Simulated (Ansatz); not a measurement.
Partial pair distribution functions of a relaxed model of amorphous Ga24O38Si, broadened by 0.06 Å; density 4.85 g/cm³. All values below come from PBE, scalar-relativistic without spin-orbit coupling (plane waves to 420 eV, PAW; Ansatz, a quantum-chemistry and plane-wave program).

A CHGNet melt-quench gave the starting glass, which DFT then relaxed. O atoms were pushed apart under 1.9 Å during the dynamics, to hinder bonds among them. The hot cell started wider than the set density and was brought back towards it in steps. It is the lowest in DFT energy of 2 quenches. It is a model cell: composition and starting density were chosen by hand, and all elements were melted together. No dispersion term was used. Its density started from a set value of 4.85 and ended at 4.85 g/cm³. The simulated quench (nominally 220 K/ps over its main leg) is rapid and tends to freeze in more defects than a deposited or slowly cooled glass has. Values belong to this one cell and scatter from quench to quench. The volume was held where the preparation left it and the shape relaxed, at a PBE pressure of -0.6 GPa (tension). Stress components on the final sampling reach 0.6 GPa.

```csv
r (Å),g Ga-O,g O-Si,g Ga-Ga,g O-O
1.35,0.00,0.00,0.00,0.00
1.45,0.00,0.43,0.00,0.00
1.55,0.00,7.72,0.00,0.00
1.65,0.05,12.00,0.00,0.00
1.75,1.52,4.21,0.00,0.00
1.85,7.28,0.33,0.00,0.00
1.95,7.40,0.00,0.00,0.00
2.05,2.83,0.00,0.00,0.00
2.15,0.80,0.00,0.00,0.00
2.25,0.20,0.00,0.00,0.00
2.35,0.09,0.00,0.00,0.02
2.45,0.06,0.00,0.00,0.40
2.55,0.17,0.00,0.00,1.31
2.65,0.12,0.00,0.02,1.69
2.75,0.13,0.15,0.28,1.91
2.85,0.22,1.21,0.63,2.55
2.95,0.21,0.62,1.50,2.87
3.05,0.31,0.02,2.23,2.47
3.15,0.44,0.00,2.30,1.96
3.25,0.44,0.22,3.05,1.21
3.35,0.53,1.12,3.42,1.25
3.45,0.71,1.83,2.70,0.97
3.55,1.05,1.77,1.60,0.60
3.65,1.33,0.55,0.93,0.74
3.75,1.49,0.64,0.41,0.67
3.85,1.22,1.03,0.32,0.50
3.95,1.03,1.46,0.51,0.62
4.05,1.27,2.10,0.58,0.60
4.15,1.36,1.61,0.52,0.54
4.25,1.45,1.16,0.80,0.54
4.35,1.47,1.93,0.81,0.64
4.45,1.56,1.13,0.92,0.57
4.55,1.62,1.14,0.55,0.81
```

Within 2.34 Å each Ga has 4.50 O neighbours on average.
